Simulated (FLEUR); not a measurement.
```yaml
crystal:
  lattice:
    - [3.74491, 0.00000, 0.00000]
    - [0.00000, 3.74491, 0.00000]
    - [0.00000, 0.00000, 3.74491]
  atoms:
    - { symbol: Ni, position: [0.00000, 0.50000, 0.50000], spin: 2.0 }
    - { symbol: Ni, position: [0.50000, 0.00000, 0.50000], spin: 2.0 }
    - { symbol: Ni, position: [0.50000, 0.50000, 0.00000], spin: 2.0 }
    - { symbol: Hg, position: [0.00000, 0.00000, 0.00000] }
```
(The spins are starting values, not results.)

Level of theory: LDA (Perdew-Zunger), all-electron FLAPW (FLEUR), scalar-relativistic valence.

The set-up and first iterations of a FLEUR log for Ni3Hg (Pm-3m, 4 atoms in the cell):

```
      Welcome to FLEUR        (www.flapw.de)
      MaX-Release 8.1          (www.max-centre.eu)

 ========== k-point set info ==========
 Selected k-point list: default-1
 k-point list type: mesh
 9 x 9 x 9
 Number of k points: 35

 ------------Calculation Setup---------------------------
           1           5           7          35
 Number of basis functions:          564
 Iteration:     1   Distance:      45.44381004 me/bohr^3
 Iteration:     2   Distance:      39.94939377 me/bohr^3
 Iteration:     3   Distance:      28.73479555 me/bohr^3
 Iteration:     4   Distance:      22.85757739 me/bohr^3
 Iteration:     5   Distance:       8.72350906 me/bohr^3
```

Q: How does the run end?

A: The run converged in 48 iterations. Convergence of the loop says nothing yet on basis, mesh or lower states. It ends on: free energy E − TS -658685.3001 eV; Fermi level (on the code's own zero) 9.97 eV; size of the cell's spin moment 0.54 μB; site moments (μB, in the program's spheres or projections) Ni 0.19, Ni 0.19, Ni 0.19, Hg 0.00. The log goes on:

```
   [... 39 lines left out ...]
 Iteration:    45   Distance:       0.00002810 me/bohr^3
 Iteration:    46   Distance:       0.00002475 me/bohr^3
 Iteration:    47   Distance:       0.00001267 me/bohr^3
 Iteration:    48   Distance:       0.00000583 me/bohr^3
 Run finished successfully
 Stop message:
   Structural relaxation: Done

[file out, last iteration]
             iter=     49
[...]
          total density-effective poten   -4.2002575273E+04
          total charge density-energy d   -5.4625596771E+02
 Updated energy parameters for spin:           1
 Updated energy parameters for spin:           2
[...]
 fermi energy and band-weighting factors:
    1.123515    1.142078    1.165813

[...]
FERMIE:
          first approx. to ef    (T=0)  :   0.365068 htr   (energy of the highest occ. eigenvalue)
          number of occ. states  (T=0)  :       2298
          first approx. to seigv (T=0)  : -36.290915 htr
          sum of weights of occ. states :  66.000000
          sum of semicore charge        :   0.000000 e
FERHIS:  Fermi-Energy by histogram:
          bandgap                     :   0.000001 htr
          charge neutrality (T=0)     :   0.000000    (zero if the highest occ. eigenvalue is "entirely" occupied)
   [... lines left out ...]
     EF_NEWTON:  Adjust Fermi-Energy by Newton-Method.
 Direct bandgap for spin            1 :    8.4046883022464991E-003  Htr
 Direct bandgap for spin            2 :    7.1668210143278066E-003  Htr
 ---->    free energy=                    -24206.2383050057 htr
   [... lines left out ...]
SPIN-2 FORCE FOR ATOM TYPE=  2  X=  0.000   Y=  0.000   Z=  0.000      FX_SP = 0.000000 FY_SP = 0.000000 FZ_SP = 0.000000
 ***** TOTAL FORCES ON ATOMS *****
 TOTAL FORCE FOR ATOM TYPE=  1  X=  0.000   Y=  3.538   Z=  3.538
                       FX_TOT= 0.000000 FY_TOT= 0.000000 FZ_TOT= 0.000000
 TOTAL FORCE FOR ATOM TYPE=  2  X=  0.000   Y=  0.000   Z=  0.000
                       FX_TOT= 0.000000 FY_TOT= 0.000000 FZ_TOT= 0.000000
 Structural relaxation: Done
```

For comparison: a first run (DFT, PBEsol, all-electron FLAPW (FLEUR), scalar-relativistic valence) was changed to give this one (xcFunctional: PBEs → pz), and from it to this one the size of the net moment goes from 0.24 to 0.13 μB/atom.

The starting cell comes from a database of computed structures (which also holds hypothetical and non-ambient phases and stackings), without a prior relaxation at this level. Spin-orbit coupling is off. The moments shrank to a small part of their start, a low-spin state that need not be the lowest. Values depend on the basis (sphere radii, cutoffs, local orbitals), which need not be converged. The log's line on a gap gives a spacing of levels on this mesh, which the program prints for metals too.

FLEUR gives forces in its relaxation mode, with a further iteration, so its stop message speaks of a relaxation.

The run was DFT, LDA (Perdew-Zunger), all-electron FLAPW (FLEUR), scalar-relativistic valence. Main settings of its input:

| setting | value |
|---|---|
| Kmax | 4.4 1/bohr |
| GmaxXC | 15.4 1/bohr |
| xcFunctional | pz |
| jspins | 2 |
| l_soc | F |
| mode | hist |
| fermiSmearingEnergy | 0.00367493 Htr |
| mesh (inpgen div1-3) | 9 9 9 |
| inpgen gamma flag | false |
| Gmax | 15.4 1/bohr |
| numbands | 0 |
| maxIterBroyd | 15 |
